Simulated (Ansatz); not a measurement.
Here is the system:

```yaml
crystal:
  lattice:
    - [3.19640, 0.00000, 0.00000]
    - [-1.59820, 2.76817, 0.00000]
    - [0.00000, 0.00000, 5.00975]
  atoms:
    - { symbol: Si, position: [0.33333, 0.66667, 0.99738] }
    - { symbol: Si, position: [0.66667, 0.33333, 0.49738] }
    - { symbol: C, position: [0.33333, 0.66667, 0.37762] }
    - { symbol: C, position: [0.66667, 0.33333, 0.87762] }
```

Calculation: r2SCAN with spin-orbit coupling, rigid bands (plane waves, PAW; Ansatz, an electronic-structure program). Condition of this run: biaxial stress in the c plane of -20 GPa (compression positive) (the target of the relaxation). Geometry: cell and atoms relaxed with PBEsol, then loaded as said.

### Question
What conductivity effective mass do dilute electrons have at 300 K?

### Answer
0.24 (x), 0.24 (y), 0.97 (z) mₑ.

### Question
Predict the hole conductivity mass (n e² τ/σ) at 300 K, by direction if it differs.

### Answer
1.40 (x), 1.40 (y), 0.28 (z) mₑ.

### Question
And the band gap?

### Answer
2.56 eV at this level; semilocal functionals usually fall short of the measured gap.

Rigid bands, one relaxation time for all states, no polarons. Geometry: cell and atoms relaxed with PBEsol.
